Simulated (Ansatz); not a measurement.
The starting structures come from a database of crystals and need not be the phases stable at ambient conditions.

Data:

```yaml
crystal:
  lattice:
    - [3.82735, 0.00000, 0.00000]
    - [-0.00088, 3.82735, 0.00000]
    - [1.86197, 1.86240, 4.79664]
  atoms:
    - { symbol: Ti, position: [0.86589, 0.13411, 0.25000] }
    - { symbol: Ti, position: [0.13411, 0.86589, 0.75000] }
    - { symbol: O, position: [0.66878, 0.91124, 0.66715] }
    - { symbol: O, position: [0.33122, 0.08876, 0.33285] }
    - { symbol: O, position: [0.08876, 0.33122, 0.83285] }
    - { symbol: O, position: [0.91124, 0.66878, 0.16715] }
```

The cell is taken as given; by r2SCAN it stands under a pressure of -6.4 GPa.

Transport runs along the normal of the first two printed cell vectors.

No gap correction and no spin-orbit coupling; mid-gap is the computed energy nearest the middle.

Q: Compute, with r2SCAN run with Ansatz (a first-principles code), the band gap and the smallest decay constant κ at mid-gap.

A: Gap 2.44 eV on a 8×8×6 mesh; κ = 0.414 1/Å, at (0.500, 0.500) of the in-plane reciprocal vectors. At the zone centre the slowest state has κ = 0.47 1/Å.
